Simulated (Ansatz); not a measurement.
Base system: Ge in the diamond structure (space group Fd-3m, No. 227; a = 5.622 Å). Axes: x, y, z lie along the cube axes.

Method: Ansatz (a program for electronic structure) LDA, without spin-orbit coupling.

Strains are applied to the cell and any free atomic positions relax; under biaxial strain the out-of-plane vector relaxes too.

One change was made to it. Results:

| quantity | base | after |
|---|---|---|
| volume per atom | 22.21 Å³ | 21.52 Å³ |
| pressure (mean of the normal stresses, compression positive) | 0.0 GPa | 2.4 GPa |

Problem. What was done to the base?
(A) biaxial strain +2.50 %, plane normal [001], relaxed out of plane
(B) biaxial strain −3.00 %, plane normal [001], relaxed out of plane
(C) biaxial strain −2.50 %, plane normal [001], relaxed out of plane
(D) biaxial strain +3.00 %, plane normal [001], relaxed out of plane

Solution. C, biaxial strain −2.50 %, plane normal [001], relaxed out of plane. For comparison, the volume per atom in the other runs: biaxial strain +2.50 %, plane normal [001], relaxed out of plane gives 22.88 Å³; biaxial strain +3.00 %, plane normal [001], relaxed out of plane gives 23.01 Å³; biaxial strain −3.00 %, plane normal [001], relaxed out of plane gives 21.38 Å³.

Stability against distortions was not tested.
